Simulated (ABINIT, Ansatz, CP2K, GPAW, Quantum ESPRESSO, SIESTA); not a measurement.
# One structure in several programs: Pt3Ti (Pm-3m, 4 atoms in the cell)

Self-consistent single point.

```
Pt3Ti
1.0
    3.92000     0.00000     0.00000
    0.00000     3.92000     0.00000
    0.00000     0.00000     3.92000
Ti Pt
1 3
Cartesian
  0.00000   0.00000   0.00000
  0.00000   1.96000   1.96000
  1.96000   0.00000   1.96000
  1.96000   1.96000   0.00000
```

All programs got the same cell, k-point mesh and kind of occupations (in Ansatz's words: kpoints.mp_grid.grid = 6 6 6; scf.occupations.method = fermi_dirac; scf.occupations.width = 0.0073 Ry); potentials, basis and cutoffs are each program's usual ones.

```csv
code,model,pressure (GPa),k-points,cutoff
ABINIT,"PBE, norm-conserving pseudopotentials (PseudoDojo nc-sr-05 PBE standard)",4.85,20,84 Ry
Quantum ESPRESSO,"PBE, SSSP 1.1.2 efficiency (PBE) pseudopotentials",4.73,20,50 Ry
GPAW,"PBE, GPAW PAW datasets PBE (gpaw-data 1.0.1)",5.29,20,850 eV
Ansatz,"PBE, default PAW files",5.18,20,30.9 Ry
CP2K,"PBE, GPW, TZVP-MOLOPT-SR-GTH basis, GTH-PBE potentials (GTH_POTENTIALS)",5.08,112,grid 600 Ry
SIESTA,"GGA PBE, numerical atomic orbitals DZP, PseudoDojo PBE standard norm-conserving potentials (rewritten from UPF to PSML)",2.18,132,grid 400 Ry
```

The spread over the programs that give each value: pressure within 3.11 GPa.

The starting cell has typed, rounded lattice constants, without a prior relaxation at this level. On Ansatz's run: Spin-orbit coupling is off. Spin polarisation is off. In the base run, with a pressure of about 5 GPa the cell is away from its equilibrium volume at this level.

### Question
Why do the programs differ, and what cannot be compared?

### Answer
Differences of this kind can come from the potentials, where these differ, and from what each basis and cutoff leave unconverged. The valence holds different numbers of electrons (ABINIT 66, Quantum ESPRESSO 60, GPAW 60, Ansatz (a quantum-chemistry and plane-wave program) 66, CP2K 66, SIESTA 66). The zero of total energies and Fermi levels follows the potentials and each program's conventions, so they are not compared here. CP2K and SIESTA use small atom-centred bases, whose incompleteness enters pressures, forces and empty levels differently from a plane-wave cutoff. Ansatz's pressure is given at a fixed set of plane waves, as the other plane-wave codes print theirs; with its correction for the finite basis it is 5.25 GPa. Ansatz's smearing width was typed in Ry to four decimals, so it matches the others to a few per cent. The programs reduce the same mesh by symmetry to different extents, which changes the work and not the result. In the pressure, SIESTA (by 2.84) lies more than 1 GPa from the median of the plane-wave programs.

Left out of this page: Elk and FLEUR (not drawn, or without a comparable value).

Keys are those of Ansatz 0.2.
